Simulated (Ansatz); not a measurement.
# PbSe: energy against strain

PbSe (rock salt, Fm-3m, 28.395 Å³/atom at rest) under an equal strain ε in the (001) plane with the normal axis free, as in a coherent film. PBEsol in Ansatz, a plane-wave DFT program (PAW, default set), 420 eV, 9×9×9 Γ-centred mesh, Fermi-Dirac smearing 0.05 eV; ions are relaxed within the symmetry of each cell.

Here s stands for strain and y for E less E0.

```csv
strain (%),E less E0 (meV/atom)
-1.50,6.23
-1.00,2.71
-0.50,0.67
0.00,0.00
0.50,0.64
1.00,2.51
1.50,5.53
3.00,?
```

Question: Fit y against s with a parabola, and predict the withheld value at s = 3.00.

Answer: Least squares gives y = 0.000 - 0.1807·s + 2.6129·s². Residuals (row less fit): 0.080, -0.084, -0.074, 0.000, 0.077, 0.078, -0.078; standard error 0.096 (degrees of freedom: 4). Twice the quadratic coefficient over the volume, 2 × 2.6129 meV × 10⁴ × 0.1602 / 28.395 Å³, is twice the biaxial elastic modulus of this plane = 295 ± 5 GPa. At the withheld row, y = 0.000 - 0.1807 × 3.0 + 2.6129 × 3.0² = 22.974 meV/atom. The calculation gives 20.88 meV/atom, 2.094 meV/atom below the prediction (10.0 % of the range of y in the table). The row lies outside the fitted rows, so this is an extrapolation. From the scatter of the fitted rows alone, a prediction at this place has a standard error of 0.367 meV/atom, so the miss is 5.7 times that.

One order more, fitted to all 13 runs of the series, follows each within 0.02, so the miss is the next term of a smooth law. Rows are the converged runs of the series near zero and its far end; series whose fitted rows scatter by over a few per cent of the range, as at a crossing or softening among them, aren't shown in this form. Most that stay on the fit to the last digits aren't either.
